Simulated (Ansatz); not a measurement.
Hypothetical P6_422 BP: response to strain

The reference is BP (space group P6_422, No. 181; a = 3.2597 Å, c = 6.9403 Å; a hypothetical phase, not in the database extracts checked). Axes: x lies along a and z along c of the hexagonal cell.

Strains are applied to the cell and any free atomic positions relax.

Calculations: PBEsol (Ansatz, a program for electronic structure, PAW, scalar-relativistic without spin-orbit coupling).

Notes on the quantities. pressure: mean of the normal stresses, compression positive; energy relative to the base: free energy F.

```csv
change,volume per atom,pressure,energy relative to the base,space group
base,10.64 Å³,0.0 GPa,0 meV/atom,P6_422 (No. 181)
isotropic strain −1.32 %,10.23 Å³,7.8 GPa,+9.8 meV/atom,P6_422 (No. 181)
tensor shear ε_xy = −0.85 %,10.64 Å³,0.0 GPa,+1.8 meV/atom,P2 (No. 3)
tensor shear ε_xy = −0.74 %,10.64 Å³,0.0 GPa,+1.4 meV/atom,P2 (No. 3)
tensor shear ε_xz = −1.43 %,10.64 Å³,0.1 GPa,+5.7 meV/atom,C2 (No. 5)
```

The mesh was chosen for an insulator and is coarse for the gapless case. No phonon test of stability was made. The base started in P3_121 and relaxed to P6_422 at this level. All final runs are without spin polarisation.
